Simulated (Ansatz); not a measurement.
Start from InP in the zinc blende structure (space group F-43m, No. 216; a = 5.907 Å).

Computed with r2SCAN/PAW in Ansatz (a quantum-chemistry and plane-wave program), without spin-orbit coupling.

Before the change:

```
Property                             Value
-----------------------------  -----------
Width of the top valence band      2.90 eV
Gap character                  direct at Γ
Band gap                           1.03 eV
Pressure                          0.00 GPa
```

Perturbation: every lattice vector is shortened by 1.00 %, atoms relaxed at fixed cell.

### Question
What does the calculation give for the width of the top valence band, gap character, band gap and pressure after the change?

### Answer
The width of the top valence band grows by 0.137 eV, from 2.90 eV to 3.03 eV; the gap character stays direct at Γ; the band gap rises by 0.176 eV to 1.20 eV; the pressure goes from zero to 2.21 GPa.

The cells carry an imposed strain or load. No phonon test of stability was made.
